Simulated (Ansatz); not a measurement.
## GaP: alloy series

Start from GaP in the zinc blende structure (space group F-43m, No. 216; a = 5.438 Å).

The other end (x = 1) is GaAs in the zinc blende structure (space group F-43m, No. 216): 22.65 Å³/atom, gap 0.42 eV.

As replaces a fraction x of P; each row is one arrangement (x, atoms in the cell, starting space group or random), fully relaxed.

Calculations: PBEsol, PAW, 420 eV (Ansatz, a first-principles code; spin-orbit coupling left out).

```json
[
 {"case": "base", "electron mass": "1.2 mₑ along k, 0.23 mₑ across (off the special points)", "density": "4.16 g/cm³", "mixing energy": "–"},
 {"case": "x(As) = 0.25, 8 atoms, Amm2", "electron mass": "0.69 mₑ along a, 0.33 mₑ along b, 0.21 mₑ along c (at T)", "density": "4.48 g/cm³", "mixing energy": "+7 meV/atom"},
 {"case": "x(As) = 0.333, 6 atoms, P3m1", "electron mass": "0.088 mₑ along c, 0.082 mₑ across (at Γ)", "density": "4.58 g/cm³", "mixing energy": "+9 meV/atom"},
 {"case": "x(As) = 0.333, 6 atoms, I-4m2", "electron mass": "0.088 mₑ (at Γ)", "density": "4.58 g/cm³", "mixing energy": "+7 meV/atom"}
]
```

These are small ordered cells, not random alloys; other orderings at the same x differ. Masses are band curvatures over ±0.01 Å⁻¹ around the edge. Along k means along the line from Γ to the band edge. Whether these cells are dynamically stable was not tested. k-point labels follow each cell's own Brillouin zone.
